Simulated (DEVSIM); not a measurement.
System: Schottky contact on n-type GaN, at 350 K.

Layer 1 from the left is GaN, thickness (μm) 1.40, Nd (cm⁻³) 3.8e15, τn (s) 1.3e-8, τp (s) 1.3e-8. Layer 2 from the left is GaN, thickness (μm) 36.0, Nd (cm⁻³) 5.2e17, τn (s) 1.3e-8, τp (s) 1.3e-8.

Left contact: Schottky, work function 5.72 eV, emission velocity 3.6e6 cm/s. Right contact: ohmic. Voltage is applied to the left contact. Recombination: SRH at mid-gap. Mobility is μmin + (μ − μmin)/(1 + (N/Nref)^α).

This is a model device: material constants are rounded textbook-type values typed into the input, and sizes, dopings and lifetimes were drawn at random. Values at 300 K; Nc and Nv go as T^1.5, mobilities as T to minus their exponent, the gap by Varshni's rule with the affinity fixed.

GaN: gap (eV) 3.43, affinity (eV) 4.1, permittivity 9.5, Nc (cm⁻³) 2.3e18, Nv (cm⁻³) 4.6e19, μn (cm²/Vs) 1200, μp (cm²/Vs) 100, μn,min 55, μp,min 3, Nref,n 2e17, Nref,p 3e17, αn 1, αp 2, T exponent of μn 1.5, T exponent of μp 2, Varshni α (eV/K) 0.00091, Varshni β (K) 830.

Simulated with DEVSIM: 1D drift-diffusion, Boltzmann statistics, complete ionisation; no tunnelling, impact ionisation, image-force lowering or self-heating. Metal contacts follow the ideal Schottky-Mott rule: no Fermi-level pinning, no interface dipoles.

Dark forward current:

| |V| (V) | |J| (A/cm²) |
|---|---|
| 0.30 | 1.497e-13 |
| 0.35 | 7.840e-13 |
| 0.40 | 4.104e-12 |
| 0.45 | 2.148e-11 |
| 0.50 | 1.124e-10 |
| 0.55 | 5.882e-10 |
| 0.60 | 3.077e-9 |
| 0.65 | 1.609e-8 |
| 0.70 | 8.409e-8 |
| 0.75 | 4.393e-7 |
| 0.80 | 2.294e-6 |
| 0.85 | 1.197e-5 |
| 0.90 | 6.239e-5 |
| 0.95 | 0.0003249 |
| 1.00 | 0.001689 |
| 1.05 | 0.008763 |
| 1.10 | 0.04530 |
| 1.15 | 0.2327 |
| 1.20 | 1.175 |
| 1.25 | 5.618 |
| 1.30 | 22.72 |
| 1.35 | 66.38 |
| 1.40 | 138.7 |
| 1.45 | 231.0 |
| 1.50 | 335.6 |
| 1.55 | 448.0 |

**Question.** Work out the local ideality factor n = ΔV / (kT/q · ln(J2/J1)) between the rows 0.30 and 0.35 V, 1.50 and 1.55 V.

**Answer.** kT/q = 30.16 mV. From 0.30 to 0.35 V: ln(7.840e-13/1.497e-13) = 1.656, n = 1.00, near the 1 of diffusion or emission over a barrier. From 1.50 to 1.55 V: ln(448.0/335.6) = 0.289, n = 5.74; the layers' resistance at their doping, Σ W/(qμN) = 0.00039 Ω cm², would take 44 mV of this step of 50 mV.

**Question.** Estimate the current at 0.75 V for emission alone, J0 = q v N_band exp(−φB/kT), and read the barrier back from the simulated current.

**Answer.** φB = 1.620 eV, N_band = 2.90e18 cm⁻³, J0 = 7.86e-18 A/cm²; J = J0 (exp(qV/kT) − 1) = 4.96e-7 A/cm². The simulation gives 4.39e-7 A/cm²; the estimate lies 13 % above. Read backwards, the simulated current gives an apparent barrier of 1.624 eV. The estimate leaves out transport through the depletion region and minority injection.
